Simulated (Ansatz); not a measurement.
Base system: CdTe in the zinc blende structure (space group F-43m, No. 216).

```xyz
2
Lattice="0.0000 3.2789 3.2789 3.2789 0.0000 3.2789 3.2789 3.2789 0.0000" Properties=species:S:1:pos:R:3 pbc="T T T"
Cd     0.0000     0.0000     0.0000
Te     1.6394     1.6394     1.6394
```

Cartesian axes are those of the cell as printed.

The values are results of r2SCAN/PAW in Ansatz (an electronic-structure program), without spin-orbit coupling, not measurements.

It is then changed as follows: the cell is scaled by 0.9850 in all directions, atoms relaxed at fixed cell.

Predict the stress tensor and what it implies for the stiffness.

Stress of the strained cell less that of the base (GPa, compression positive):
```
   2.03    0.00    0.00
   0.00    2.03    0.00
   0.00    0.00    2.03
```

Then B = −ΔP/(ΔV/V₀) with ΔV/V₀ = -0.0443 gives secant stiffness values (nonlinear terms included at this strain): B ≈ 46 GPa.

As a check, the harmonic strain energy −½ V₀ Δσ:ε is 10 meV/atom; the computed energy rise is 9.5 meV/atom.

Whether these cells are dynamically stable was not tested.
